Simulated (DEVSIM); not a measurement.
Device: Si n-i-p diode, at 300 K.

Layer 1 from the left is Si, thickness (μm) 0.380, Nd (cm⁻³) 2.9e17, τn (s) 1.4e-6, τp (s) 1.4e-6. Layer 2 from the left is Si, thickness (μm) 5.30, Na (cm⁻³) 1.1e12, τn (s) 1.4e-6, τp (s) 1.4e-6. Layer 3 from the left is Si, thickness (μm) 2.40, Na (cm⁻³) 1.4e19, τn (s) 1.4e-6, τp (s) 1.4e-6.

Left contact: ohmic. Right contact: ohmic. Voltage is applied to the left contact. Recombination: SRH at mid-gap, radiative. Mobility is constant in doping.

The device is made up for the run: typed textbook-type constants, with dimensions and the other settings drawn at random. Values at 300 K.

Si: gap (eV) 1.124, affinity (eV) 4.05, permittivity 11.7, Nc (cm⁻³) 2.86e19, Nv (cm⁻³) 3.1e19, μn (cm²/Vs) 1417, μp (cm²/Vs) 470, B (cm³/s) 4.7e-15.

Simulated with DEVSIM: 1D drift-diffusion, Boltzmann statistics, complete ionisation; no tunnelling, impact ionisation, image-force lowering or self-heating.

What does the simulation give for the dark forward voltage at 1 A/cm², the potential step across the device at zero bias, the dark forward voltage at 100 A/cm²?

dark forward voltage at 1 A/cm² 0.637 V; potential step across the device at zero bias 0.985 V; dark forward voltage at 100 A/cm² 0.778 V.
